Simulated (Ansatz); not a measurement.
System: Na vacancy in bcc Na (neutral cell). Method: PBE, PAW (plane waves to 420 eV; Ansatz, an electronic-structure program).

Cell of 36 host sites held at the relaxed PBE lattice; a 2×2×3 k-point mesh shifted by half a step; Fermi-Dirac width 0.10 eV, spin-restricted; finite-size errors left in. No zero-point or tunnelling terms. Forms of the defect that were not tried may lie lower.

Barriers: single points on a 3×3×4 k-point mesh shifted by half a step at the bands' geometries.

The step: one Na atom jumps into the vacancy from a nearby Na site. Atoms about the jump, Cartesian Å from the middle of the jump, before and after:

```
atom    x0    y0     z0     x1     y1    z1
----  ----  ----  -----  -----  -----  ----
Na1   0.92  0.92  -0.84  -0.92  -0.92  0.84
```

Problem. Give the saddle-point geometry and the barrier.

Solution. 
```
atom      x      y     z
----  -----  -----  ----
Na1   -0.03  -0.02  0.01
```
It lies 0.069 eV above the start and 0.069 eV above the end. The saddle point's order was not checked, and it lies on a symmetry element of the cell, where a band can be held.
